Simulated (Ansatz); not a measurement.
**Hf, response to strain**

The parent structure is Hf in the hcp (Mg type) structure (space group P6_3/mmc, No. 194; a = 3.117 Å, c = 4.950 Å; relaxed with 0.1 eV smearing).

Strains are applied to the cell and any free atomic positions relax.

Calculations: LDA, PAW, 420 eV (Ansatz, a first-principles code; spin-orbit coupling left out).

Notes on the quantities. energy relative to the base: free energy F; pressure: mean of the normal stresses, compression positive.

| variant | energy relative to the base | volume per atom | pressure |
|---|---|---|---|
| base | 0 meV/atom | 20.83 Å³ | 0.0 GPa |
| isotropic strain −3.00 % | +68 meV/atom | 19.01 Å³ | [?] |
| isotropic strain −2.50 % | +47 meV/atom | 19.31 Å³ | 10.4 GPa |
| isotropic strain −2.00 % | +30 meV/atom | 19.60 Å³ | 8.1 GPa |
| isotropic strain −1.50 % | +16 meV/atom | 19.91 Å³ | 5.9 GPa |
| isotropic strain −1.00 % | [?] | 20.21 Å³ | 3.8 GPa |
| isotropic strain −0.50 % | +1.8 meV/atom | 20.52 Å³ | [?] |
| isotropic strain +1.00 % | +6.9 meV/atom | 21.46 Å³ | -3.4 GPa |
| isotropic strain +1.50 % | +15 meV/atom | 21.78 Å³ | -5.0 GPa |
| isotropic strain +2.50 % | +41 meV/atom | 22.43 Å³ | -7.8 GPa |

Question: Some entries are withheld; estimate them.

Answer: 
- isotropic strain −3.00 %, pressure: 12.9 GPa
- isotropic strain −1.00 %, energy relative to the base: +7.2 meV/atom
- isotropic strain −0.50 %, pressure: 1.9 GPa

Stability against distortions was not tested. The final runs are not spin-polarised.
